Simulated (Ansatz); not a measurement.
An Ansatz (a quantum-chemistry and plane-wave program) input (Ansatz PBE, scalar-relativistic without spin-orbit coupling):

Ansatz 0.2 input:
```yaml
crystal:
  lattice:
    - [-1.6934320183, 1.6934320183, 1.6934320183]
    - [1.6934320183, -1.6934320183, 1.6934320183]
    - [1.6934320183, 1.6934320183, -1.6934320183]
  atoms:
    - { symbol: Ta, position: [0, 0, 0] }
basis: { ecutwfc: 420, ecutrho_ratio: 4, xc_grid: 2, fft_grid_basis: typed }
kpoints: { mp_grid: { grid: [28, 28, 28] } }
hamiltonian:
  xc: pbe
  dispersion: none
  pseudopotentials: { kind: paw }
scf: { occupations: { method: fermi_dirac, width: 0.1 }, convergence: { dr2_threshold: 0.0000000001 } }
relax: { f_tol: 0.005, max_steps: 50 }
output: { forces: true, stress: true }
checkpoint: { write: state.ck, write_every: 1000 }
```

Task: Which symmetry and how many k-points will the program report, and about how many plane waves at Γ?

Result: Space group Im-3m (ITA 229) with 48 operations, k-points 624 of 21952, and 381 plane waves at Γ.

Task: And the final pressure?

Result: -10.31 GPa (compression positive).

The cells carry an imposed strain or load. Stability against distortions was not tested. The final runs are not spin-polarised. The cell was made from Ta in the bcc (W type) structure (space group Im-3m, No. 229) by this change: isotropic strain +2.00 %.
